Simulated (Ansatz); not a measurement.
Base system: ZnS in the zinc blende structure (space group F-43m, No. 216; a = 5.357 Å).

The change: full substitution S → Se; the structure is relaxed again.

Levels (all Ansatz, an electronic-structure program, PAW, earlier PAW set): PBEsol (420 eV, spin-orbit coupling left out); r2SCAN (500 eV, no spin-orbit coupling); HSE06 (420 eV, spin-orbit coupling left out); PBEsol+SOC (420 eV, with spin-orbit coupling); HSE06+SOC (420 eV, with spin-orbit coupling).

At the geometry relaxed with PBEsol, these levels gave the following band gaps, in shuffled order: (a) 2.35 eV, (b) 2.49 eV, (c) 1.23 eV, (d) 1.11 eV, (e) 1.94 eV.

### Question
Match each gap to its level.

### Answer
(a) HSE06+SOC; (b) HSE06; (c) PBEsol; (d) PBEsol+SOC; (e) r2SCAN.

Single points use the geometry relaxed with PBEsol. The spin-orbit shifts are approximate. Whether these cells are dynamically stable was not tested.
